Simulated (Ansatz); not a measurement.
ZnS (R3m, No. 160, 36 atoms in the cell; start mp-1201158; a measured phase of this formula has another space group), treated with r²SCAN in Ansatz (PAW).

Run with plane-wave cutoff 560 eV, 8×8×8 k mesh, Fermi–Dirac smearing 0.01 eV, scalar-relativistic PAW data made under PBE.

Cell (relaxed at this level):

```xyz
36
Lattice="1.9045 1.0996 56.0739 -1.9045 1.0996 56.0739 0.0000 -2.1992 56.0739" Properties=species:S:1:pos:R:3 pbc="T T T"
Zn     0.0000     0.0000     0.0070
Zn     0.0000     0.0000     9.3481
Zn     0.0000     0.0000    18.6852
Zn     0.0000     0.0000    24.9195
Zn     0.0000     0.0000    40.4972
Zn     0.0000     0.0000    46.7313
Zn     0.0000     0.0000    62.3094
Zn     0.0000     0.0000    71.6469
Zn     0.0000     0.0000    84.1045
Zn     0.0000     0.0000    90.3430
Zn     0.0000     0.0000    99.6877
Zn     0.0000     0.0000   109.0327
Zn     0.0000     0.0000   115.2716
Zn     0.0000     0.0000   124.6083
Zn     0.0000     0.0000   133.9497
Zn     0.0000     0.0000   143.2947
Zn     0.0000     0.0000   149.5336
Zn     0.0000     0.0000   161.9903
S      0.0000     0.0000     2.3443
S      0.0000     0.0000    11.6821
S      0.0000     0.0000    21.0187
S      0.0000     0.0000    27.2525
S      0.0000     0.0000    42.8307
S      0.0000     0.0000    49.0644
S      0.0000     0.0000    64.6436
S      0.0000     0.0000    73.9809
S      0.0000     0.0000    86.4378
S      0.0000     0.0000    92.6803
S      0.0000     0.0000   102.0257
S      0.0000     0.0000   111.3702
S      0.0000     0.0000   117.6050
S      0.0000     0.0000   126.9424
S      0.0000     0.0000   136.2876
S      0.0000     0.0000   145.6324
S      0.0000     0.0000   151.8669
S      0.0000     0.0000   164.3235
```

Question: What does this level give for the band gap?

Answer: 
- band gap = 2.73 eV (on the SCF k mesh)

Note: the relaxation could not lower the start's symmetry, so the cell can be a saddle point above a distorted one.

Static lattice: no zero-point or thermal effects.

It cost around 5 core-hours (rough) of CPU time.

A start named mp-… is a Materials Project structure, which need not be a measured phase.

Ansatz is a quantum-chemistry and plane-wave program.
